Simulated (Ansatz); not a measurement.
# One base run on Co (P6_3/mmc, 4 atoms in the cell) and variants with one or two settings moved

```yaml
crystal:
  lattice:
    - [2.47056, 0.00000, 0.00000]
    - [-1.23528, 2.13957, 0.00000]
    - [0.00000, 0.00000, 8.08823]
  atoms:
    - { symbol: Co, position: [0.00000, 0.00000, 0.00000], spin: 3.0 }
    - { symbol: Co, position: [0.00000, 0.00000, 0.50000], spin: 3.0 }
    - { symbol: Co, position: [0.33333, 0.66667, 0.25000], spin: 3.0 }
    - { symbol: Co, position: [0.66667, 0.33333, 0.75000], spin: 3.0 }
```
(The spins are starting values, not results.)

Base run A: LDA (PW92), default PAW files made with PBE run with Ansatz (an electronic-structure program), self-consistent single point.

Its settings: basis.ecutwfc = 30.9 Ry; kpoints.mp_grid.grid = 13 13 4; hamiltonian.xc = lda; hamiltonian.pseudopotentials = {kind: paw} (the program's default PAW files); magnetization.spin_polarized = true; scf.occupations.method = gaussian; scf.occupations.width = 0.0037 Ry.

The starting cell comes from a database of computed structures (which also holds hypothetical and non-ambient phases and stackings), without a prior relaxation at this level. The magnetic order is the one reached from the typed start; others were not searched systematically. In the base run, with a pressure of about -15 GPa the cell is away from its equilibrium volume at this level. Ansatz's pressure includes its estimate of the finite-basis (Pulay) stress.

ΔF is the free energy per atom less that of run A. 

Runs:
- B: scf.convergence.dr2_threshold: default (1e-07 eV) → 1e-10 eV
- C: kpoints.mp_grid.grid: 13 13 4 → 14 14 4; scf.occupations.width: 0.0037 Ry → 0.0073 Ry
- D: crystal.symmetry.detect: default → false
- E: kpoints.mp_grid.grid: 13 13 4 → 10 10 3
- F: 1 x 1 x 2 supercell, mesh divided to match; kpoints.mp_grid.grid: 13 13 4 → 13 13 2
- G: scf.mixing.algorithm: default (the program chose MSR1) → broyden; scf.mixing.beta_mag: default → 0.5
- H: scf.algorithm: default → direct_min
- I: scf.mixing.preconditioner: default (the program chose Kerker) → kerker; scf.mixing.q_tf: default → 0.2

| run | ΔF (meV/atom) | pressure (GPa) | size of the net moment (μB/atom) | k-points | valence electrons |
|---|---|---|---|---|---|
| A | 0.00 | -14.51 | 1.60 | 63 | 68 |
| B | 0.00 | -14.51 | 1.60 | 63 | 68 |
| C | 0.87 | -15.19 | 1.56 | 72 | 68 |
| D | 0.00 | -14.51 | 1.60 | 339 | 68 |
| E | 2.8 | -13.59 | 1.65 | 28 | 68 |
| F | 0.00 | -14.51 | 1.60 | 42 | 136 |
| G | 0.00 | -14.51 | 1.60 | 63 | 68 |
| H | 0.00 | -14.51 | 1.60 | 63 | 68 |
| I | 0.00 | -14.51 | 1.60 | 63 | 68 |

Run C against A: The free energy stays essentially unchanged (within 1 meV/atom), the pressure goes from -14.51 to -15.19 GPa and the size of the net moment goes from 1.60 to 1.56 μB/atom.

Run E against A: The free energy goes up by 2.8 meV/atom, the pressure goes from -14.51 to -13.59 GPa and the size of the net moment goes from 1.60 to 1.65 μB/atom.

Run F against A: The free energy hardly moves (within 1 meV/atom), the pressure stays at -14.51 GPa and the size of the net moment stays at 1.60 μB/atom.

Keys are those of Ansatz 0.2.
